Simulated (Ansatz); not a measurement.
Base system: MgB$_{2}$ (space group P6/mmm, No. 191; relaxed with 0.1 eV smearing).

```xyz
3
Lattice="3.0687 0.0000 0.0000 -1.5343 2.6576 0.0000 0.0000 0.0000 3.5118" Properties=species:S:1:pos:R:3 pbc="T T T"
Mg     0.0000     0.0000     0.0000
B      0.0000     1.7717     1.7559
B      1.5343     0.8859     1.7559
```

Cartesian axes are those of the cell as printed.

Computed with Ansatz (a first-principles code), r2SCAN, PAW, cutoff 500 eV, spin-orbit coupling left out.

For the base:

The volume per atom is 9.55 Å³.

Perturbation: uniaxial stress, 3 GPa compression along z, with the cell and atoms free to relax against it.

### Question
Predict the new mean lateral Poisson ratio, volume per atom and energy relative to the base.

### Answer
The mean lateral Poisson ratio is 0.07; the volume per atom falls by 0.09 Å³, from 9.55 Å³ to 9.46 Å³; the energy goes up by 0.9 meV/atom.

Load acts through the strain it causes; cell and atoms are relaxed under it. Beyond what the load breaks, stability against distortions was not tested. The final runs are not spin-polarised.
